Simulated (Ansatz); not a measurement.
Cost and result by functional for the adsorption energy of Cl on the 1x1 (100) surface of monoclinic HfO2 (cut with top plane 2 O), one in a 1x1 cell, started at the site 'bridge O-O (span 5.2 Å)', in Ansatz (plane waves, PAW). Single points on the PBE structure, on one kind of machine; costs are rough ratios of the slab run's core time (references not counted) to the cheapest single point. r2SCAN's cost holds its higher cutoff (500 against 420 eV). Differences are taken against r2SCAN for comparison alone: no measured value is at hand, so the table doesn't rank accuracy. The points keep PBE's geometry, so the relaxation of a polaron and the settling of charge on one site are left out.

Host crystal: monoclinic HfO2, with a band gap (PBE, scalar-relativistic without spin-orbit coupling).

Slab: 25 atoms, 9.3 Å thick at the start under the adsorbate (thin: gaps and levels are the slab's own); k 4x4x1, smearing 0.01 eV, dipole-corrected; 12 atoms held, the rest relaxed; no symmetry held; spin-polarised, ending with about 1.0 μB a cell; orders that need a larger cell were not tried, no spin-orbit, no U, no dispersion correction. At the end it is bonded to Hf. In PBE it is, or lies within 0.03 eV of, the lowest of the starts that converged. These notes are the PBE run's. RPBE: The program's check for a lower electronic state was not made. r2SCAN: The program's check for a lower electronic state was not made. Adsorption energies are against ½ Cl2(g). A negative adsorption energy means that the adsorbate is more stable on the surface than in its reference.

```json
[
 {"functional": "RPBE", "relative cost": "1", "adsorption energy (eV)": "0.15", "less r2SCAN (eV)": "0.36"},
 {"functional": "r2SCAN", "relative cost": "2", "adsorption energy (eV)": "-0.22", "less r2SCAN (eV)": "0.00"},
 {"functional": "PBE (the relaxed run's value)", "relative cost": "–", "adsorption energy (eV)": "-0.01", "less r2SCAN (eV)": "0.20"}
]
```

The values span 0.36 eV, while the single points' costs differ by a factor of roughly 2. Differences are of unrounded values.

Ansatz is an electronic-structure program.
